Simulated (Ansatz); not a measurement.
ZrSi2 (Cmcm, No. 63) was calculated with LDA (Ansatz, a first-principles code, plane waves, PAW).

Numerical settings: plane-wave cutoff 520 eV, 16×16×16 k mesh, Fermi–Dirac smearing 0.05 eV, scalar-relativistic PAW data made under PBE.

Computed points:

```csv
V (Å³/atom),E − E_lowest (meV/atom),P (GPa)
15.379,11.81,6.11
15.700,2.85,2.90
16.020,0.00,0.00
16.341,2.67,-2.62
16.661,10.33,-4.99
```

Problem. Fit the third-order Birch–Murnaghan equation and give B0 and B′.

Solution. V0 = 16.020 Å³/atom, B0 = 138 GPa, B′ = 4.1 (fit to the energies at full precision).

Shape and atoms are relaxed at each volume.

Measured, for comparison: bulk modulus 170 ± 0.7 GPa (room temperature, not corrected to a static lattice; as tabulated in Wikipedia's data pages). Computed (rounded) less measured: bulk modulus -19 %.

Note: the relaxation could not lower the start's symmetry, so the cell can be a saddle point above a distorted one; the bulk modulus comes from volumes at which shape and atoms were relaxed.

Static lattice: no zero-point or thermal effects.
